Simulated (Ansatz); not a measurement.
Take CuI in the zinc blende structure (space group F-43m, No. 216; a = 5.862 Å) as the base.

Method: plane-wave PAW DFT at the LDA level (Ansatz, a quantum-chemistry and plane-wave program, 420 eV), spin-orbit coupling left out.

Base values:

- Gap character = direct at Γ
- Width of the top valence band = 1.92 eV

The change: a negative pressure, −1 GPa.

Question: What happens to the gap character?

Answer: The gap character is still direct at Γ.

Question: What does the calculation give for the mean gap deformation potential ΔEg/Δln V after the change?

Answer: The mean gap deformation potential ΔEg/Δln V is -3.0 eV.

Question: What happens to the width of the top valence band?

Answer: The width of the top valence band drops by 0.076 eV to 1.85 eV.

Spin-orbit coupling, missing from the scalar runs, can matter with I. Load acts through the strain it causes; cell and atoms are relaxed under it. No phonon test of stability was made. All final runs are without spin polarisation.
